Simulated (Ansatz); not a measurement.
The starting structures come from a database of crystals and need not be the phases stable at ambient conditions.

Given:

```
HfO4Si
1.0
    6.55340     0.00000     0.00000
    0.00000     6.55340     0.00000
    3.27670    -3.27670     2.98224
Hf Si O
2 2 8
Direct
  0.00000   0.00000   0.00000
  0.25000   0.25000   0.50000
  0.75000   0.75000   0.50000
  0.50000   0.50000   0.00000
  0.86591   0.31920   0.63840
  0.93080   0.75431   0.13840
  0.49569   0.31920   0.63840
  0.93080   0.38409   0.13840
  0.38409   0.93080   0.86160
  0.31920   0.86591   0.36160
  0.75431   0.93080   0.86160
  0.31920   0.49569   0.36160
```

Space group of this cell: I4_1/amd. The cell is taken as given; by r2SCAN its mean pressure is 2.1 GPa.

Transport runs along the normal of the first two printed cell vectors, the (001) plane of the conventional cell.

The gap is the functional's own. No spin-orbit coupling. Mid-gap values are interpolated on the energy grid.

Problem. Predict the band gap and the smallest decay constant κ at mid-gap from r2SCAN in Ansatz (a program for electronic structure).

Solution. Gap 6.08 eV on a 10×10×10 mesh; κ = 0.427 1/Å, at the zone centre.
